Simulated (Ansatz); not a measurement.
Band structure of Ti3Al5 (Pmmm, 8 atoms in the cell).

```yaml
crystal:
  lattice:
    - [3.91154, 0.00000, 0.00000]
    - [0.00000, 4.02478, 0.00000]
    - [0.00000, 0.00000, 8.10511]
  atoms:
    - { symbol: Ti, position: [0.00000, 0.50000, 0.26507] }
    - { symbol: Ti, position: [0.00000, 0.50000, 0.73493] }
    - { symbol: Ti, position: [0.50000, 0.50000, 0.00000] }
    - { symbol: Al, position: [0.00000, 0.00000, 0.00000] }
    - { symbol: Al, position: [0.00000, 0.00000, 0.50000] }
    - { symbol: Al, position: [0.50000, 0.50000, 0.50000] }
    - { symbol: Al, position: [0.50000, 0.00000, 0.24223] }
    - { symbol: Al, position: [0.50000, 0.00000, 0.75777] }
```

Level of theory: PBEsol, PAW files made with PBE (plane waves; Ansatz, a first-principles code).

Settings: kpoints.mp_grid.grid = 6 6 3; hamiltonian.xc = pbesol; hamiltonian.pseudopotentials = {kind: paw} (the program's default PAW files); scf.occupations.method = fermi_dirac; scf.occupations.width = 0.1 eV; kpoints.band_path.npoints = 8.

The starting cell comes from a database of computed structures (which also holds hypothetical and non-ambient phases and stackings), without a prior relaxation at this level. Its lattice was rescaled by a random factor within 2.5 % of one. Spin polarisation is off.

Levels in eV from the Fermi level, bands 23 to 30:
| point | 23 | 24 | 25 | 26 | 27 | 28 | 29 | 30 |
|---|---|---|---|---|---|---|---|---|
| Γ | -0.70 | -0.59 | -0.55 | -0.28 | 0.12 | 0.70 | 0.77 | 0.79 |
| X | -1.20 | -0.89 | -0.51 | -0.10 | 0.75 | 1.00 | 1.43 | 1.48 |
| S | -1.74 | -0.83 | -0.81 | -0.10 | -0.08 | 1.11 | 1.19 | 1.28 |
| Y | -0.49 | -0.22 | 0.07 | 0.84 | 1.01 | 1.12 | 1.43 | 1.61 |
| Z | -0.66 | -0.61 | -0.45 | -0.26 | 0.19 | 0.62 | 0.79 | 0.91 |
| U | -0.95 | -0.68 | -0.63 | -0.50 | 0.97 | 1.20 | 1.28 | 1.42 |
| R | -1.87 | -1.57 | -1.05 | -0.66 | -0.24 | 1.23 | 1.24 | 1.36 |
| T | -0.79 | 0.68 | 0.74 | 0.84 | 0.91 | 0.96 | 1.10 | 1.33 |

Bands cross the Fermi level along this path, so the cell is metallic at this level.

Keys are those of Ansatz 0.2.
